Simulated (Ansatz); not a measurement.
Cell and atoms of amorphous Si24O48W:

```
WO48Si24
1.0
   10.06281    -0.10985    -0.09204
   -0.10964    10.28741    -0.25717
   -0.09438    -0.25720    10.67505
Si O W
24 48 1
Direct
  0.72007   0.78973   0.81475
  0.45168   0.72635   0.93005
  0.58714   0.25269   0.37327
  0.33590   0.31634   0.74076
  0.18377   0.30872   0.96509
  0.43336   0.42946   0.97416
  0.21527   0.79678   0.76727
  0.16143   0.08447   0.67134
  0.38115   0.45536   0.48125
  0.13642   0.08638   0.38776
  0.74073   0.72150   0.39686
  0.08559   0.39401   0.38811
  0.08201   0.06075   0.88255
  0.06792   0.60028   0.90993
  0.01102   0.83671   0.29235
  0.81111   0.51547   0.77055
  0.42730   0.00821   0.38084
  0.74877   0.16593   0.13939
  0.95134   0.36858   0.14218
  0.50438   0.78064   0.21969
  0.80488   0.43978   0.49503
  0.87370   0.90629   0.04953
  0.70790   0.39666   0.00979
  0.74723   0.95416   0.58448
  0.43226   0.60445   0.48941
  0.32238   0.80460   0.88357
  0.56376   0.75605   0.82802
  0.96122   0.50553   0.82534
  0.14538   0.77420   0.34344
  0.78485   0.66594   0.74126
  0.52843   0.12377   0.44022
  0.56293   0.43209   0.06651
  0.74396   0.92011   0.73634
  0.79057   0.80732   0.95416
  0.96601   0.43504   0.48028
  0.04771   0.43955   0.24792
  0.17059   0.96052   0.77648
  0.74920   0.57031   0.43562
  0.37343   0.39884   0.62242
  0.97608   0.98989   0.96269
  0.50792   0.77391   0.06661
  0.03721   0.33610   0.01694
  0.64828   0.72936   0.27127
  0.62406   0.20201   0.22960
  0.10073   0.23797   0.39055
  0.12323   0.03625   0.53242
  0.30515   0.37410   0.05058
  0.72138   0.23687   0.00580
  0.29985   0.16699   0.68446
  0.19253   0.14750   0.96349
  0.02690   0.99717   0.30953
  0.24954   0.75905   0.62828
  0.82758   0.45958   0.10208
  0.77336   0.01043   0.11719
  0.03795   0.14145   0.75821
  0.20240   0.35960   0.82098
  0.08152   0.72492   0.81541
  0.49703   0.93726   0.26090
  0.40647   0.57272   0.92380
  0.77933   0.42923   0.64341
  0.45283   0.32767   0.84953
  0.96279   0.82126   0.14258
  0.22622   0.46535   0.42867
  0.71109   0.45923   0.87432
  0.88894   0.23381   0.19477
  0.68909   0.81449   0.51451
  0.47094   0.36177   0.38881
  0.88978   0.77718   0.37090
  0.37884   0.70160   0.26880
  0.72691   0.31140   0.43255
  0.38990   0.90680   0.48935
  0.28682   0.07346   0.33716
  0.30718   0.73963   0.44293
```

Methods: PBE, scalar-relativistic without spin-orbit coupling (Ansatz, a quantum-chemistry and plane-wave program); r2SCAN, scalar-relativistic without spin-orbit coupling (Ansatz); HSE06, scalar-relativistic without spin-orbit coupling (Ansatz). Neutral PBE cell, which sets geometry, pressure and energy: sampling: a 2×2×2 Γ-centred mesh; Fermi-Dirac width 0.01 eV; collinear spin, started from moments on atoms. The usual formal charges leave 6 electrons over, so the level spacing at the Fermi energy parts defect or band states and needn't be the band gap. In the spin-polarised cell the level spacing at the Fermi energy can part levels of unlike spin. Exact exchange is cut at the faces of this 10 Å cell, which leaves hybrid gaps a finite-size error.

The cell was made by melting and quenching with the CHGNet potential and then relaxed with DFT. O atoms were pushed apart under 1.9 Å during the dynamics, to hinder bonds among them. The hot cell started wider than the set density and was brought back towards it in steps. It is the lowest in DFT energy of 2 quenches. It is a model cell: composition and starting density were chosen by hand, and all elements were melted together. No dispersion term was used. Its density started from a set value of 2.44 and ended at 2.45 g/cm³. Cooling (nominally 400 K/ps over its main leg) ran many orders faster than in experiment, which tends to leave more defects and strain. Values belong to this one cell and scatter from quench to quench. The volume was held where the preparation left it and the shape relaxed. Cycles of charging lowered its energy after that relaxation.

Q: Give the pressure, the energy against reference phases and the spacing of the highest filled and lowest empty levels.

A: 
* **Pressure on a 2×2×2 Γ-centred mesh**: 1.49 GPa
* **Largest force and stress component on that mesh (the relaxation ran on the zone centre alone)**: 0.04 eV/Å and 1.7 GPa
* **Energy relative to alpha cristobalite + bcc W (lowest mix at this level among the phases computed, not always the ambient ones)**: 0.209 eV/atom
* **Level spacing at the Fermi energy on a 2×2×2 Γ-centred mesh (PBE)**: 0.66 eV
* **Level spacing at the Fermi energy at the zone centre (PBE)**: 0.68 eV
* **Level spacing at the Fermi energy at the zone centre (r2SCAN)**: 1.17 eV
* **Level spacing at the Fermi energy at the zone centre (HSE06)**: 2.43 eV
* **Net moment**: 2.00 μB

Q: At PBE and the zone centre, how localised are the states just below and above the Fermi level (participation number: the atoms over which a state spreads)?

A: The highest filled state is spread over 2.5 atoms' worth, largest on W73, with weights by element (charge in smoothed Voronoi cells) W 0.61, O 0.35, Si 0.04. The lowest empty state is spread over 3.0 atoms' worth, largest on W73, with weights by element (charge in smoothed Voronoi cells) W 0.55, O 0.36, Si 0.08.

At PBE the levels at both edges of the gap are localised (band-tail or defect states).

Cut-offs for bonds: Si-Si 2.60 Å, Si-O 1.92 Å, Si-W 2.74 Å, O-O 1.58 Å, O-W 2.51 Å, W-W 3.04 Å. Two cations that share two anions don't count as bonded, nor two that share one unless they lie closer than Si-Si 2.38 Å, Si-W 2.66 Å, W-W 2.95 Å.

Added carriers, by Ansatz with PBE, scalar-relativistic without spin-orbit coupling on the zone centre alone. Charged cells keep the cell fixed and stand in a uniform background, with no image correction, at a width of 0.01 eV; where the count is odd the moment is locked at 1 μB, unless the neutral cell bore moments. Each starts from the undistorted neutral geometry alone. PBE's self-interaction favours spread-out carriers, so it can miss traps that a hybrid finds.

Q: What happens at PBE when the cell takes an extra electron and the atoms relax?

A: Relaxation lowers the charged cell by 0.30 eV. The largest moves are O29 0.25 Å, O25 0.25 Å, O51 0.19 Å, O52 0.19 Å. The neutral cell had unpaired spins already, so no single level is told as the carrier's. No bond crosses its cut-off with a change of over 0.15 Å (metal-metal contacts aside). Made neutral again at that geometry, the cell lies +0.34 eV from the neutral start.

Q: What happens at PBE when the cell takes a hole and the atoms relax?

A: Relaxation lowers the charged cell by 0.69 eV. The largest moves are O71 0.17 Å, O25 0.15 Å, O69 0.14 Å, O26 0.13 Å. The neutral cell had unpaired spins already, so no single level is told as the carrier's. No bond crosses its cut-off with a change of over 0.15 Å (metal-metal contacts aside). Made neutral again at that geometry, the cell lies +0.58 eV from the neutral start.

Ahead of the cycles of charging, a PBE run started with 1 μB on atoms that lack a bond or may hold spare charge kept moments and lay lower, so the cell was relaxed again with them.
